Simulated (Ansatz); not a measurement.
Partial pair distribution functions of a relaxed model of amorphous Ti₂₀O₄₁Zn, broadened by 0.06 Å; density 3.66 g/cm³. These are PBE, scalar-relativistic without spin-orbit coupling (plane waves to 420 eV, PAW; Ansatz, a program for electronic structure) values and carry that method's errors.

The cell was made by melting and quenching with the CHGNet potential and then relaxed with DFT. O atoms were pushed apart under 1.9 Å during the dynamics, to hinder bonds among them. The hot cell started wider than the set density and was brought back towards it in steps. It is the lowest in DFT energy of 2 quenches. It is a model cell: composition and starting density were chosen by hand, and all elements were melted together. No dispersion term was used. Its density started from a set value of 3.66 and ended at 3.66 g/cm³. Cooling (nominally 300 K/ps over its main leg) ran many orders faster than in experiment, which tends to leave more defects and strain. One small periodic cell is one sample of the glass; other quenches scatter about these values. The volume was held where the preparation left it and the shape relaxed, at a PBE pressure of 1.6 GPa. Stress components on the final sampling reach 1.8 GPa.

```csv
r (Å),g Ti-O,g O-Zn,g Ti-Ti,g O-O
1.55,0.02,0.00,0.00,0.00
1.65,0.60,0.00,0.00,0.00
1.75,2.65,0.48,0.00,0.00
1.85,5.25,4.13,0.00,0.00
1.95,6.81,6.21,0.00,0.00
2.05,3.48,2.48,0.00,0.00
2.15,1.36,1.86,0.00,0.00
2.25,0.74,0.17,0.00,0.01
2.35,0.21,0.00,0.00,0.23
2.45,0.12,0.00,0.00,1.15
2.55,0.05,0.00,0.00,1.62
2.65,0.04,0.00,0.00,2.29
2.75,0.13,0.00,0.02,3.20
2.85,0.07,0.00,0.71,2.61
2.95,0.26,0.12,2.03,2.03
3.05,0.31,1.20,1.47,1.48
3.15,0.34,1.55,1.40,1.29
3.25,0.38,1.29,1.51,0.92
3.35,0.56,1.38,1.94,0.60
3.45,0.66,0.21,2.89,0.67
3.55,0.89,0.39,3.26,0.82
3.65,0.87,1.06,2.28,0.78
3.75,0.93,1.47,0.88,0.93
3.85,1.11,1.57,0.53,1.02
3.95,1.60,1.19,0.72,0.86
4.05,1.58,1.17,0.72,0.52
4.15,1.55,0.43,0.42,0.51
4.25,1.82,1.69,0.29,0.53
4.35,1.78,1.50,0.31,0.70
```

Within 2.54 Å each Ti has 5.45 O neighbours on average.
